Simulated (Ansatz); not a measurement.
## Hypothetical CsCl type TiSb, pressure series

Start from TiSb in the CsCl type structure (space group Pm-3m, No. 221; a = 3.405 Å; a hypothetical phase, not in the database extracts checked).

Cell and atoms are relaxed at each pressure.

Calculations: r2SCAN (Ansatz, a first-principles code; PAW; 500 eV plane waves; no spin-orbit coupling).

Notes on the quantities. enthalpy: H = E + PV relative to the base's energy.

| variant | volume per atom | enthalpy |
|---|---|---|
| base | 19.74 Å³ | – |
| pressure −2 GPa | 20.15 Å³ | -0.25 eV/atom |
| pressure −1 GPa | 19.94 Å³ | -0.12 eV/atom |
| pressure 0.9 GPa | 19.57 Å³ | +0.11 eV/atom |
| pressure 2.1 GPa | 19.35 Å³ | +0.26 eV/atom |
| pressure 4.5 GPa | 18.96 Å³ | +0.54 eV/atom |
| pressure 9 GPa | 18.32 Å³ | +1.07 eV/atom |
| pressure 15 GPa | 17.60 Å³ | +1.74 eV/atom |
| pressure 22.5 GPa | 16.87 Å³ | +2.54 eV/atom |
| pressure 30 GPa | 16.26 Å³ | +3.32 eV/atom |

Load acts through the strain it causes; cell and atoms are relaxed under it. Whether these cells are dynamically stable was not tested. No other phases were tried under pressure. All final runs are without spin polarisation. An odd electron count without spin: TiSb. TiSb has a high density of states at the Fermi level and may be magnetic at this level.
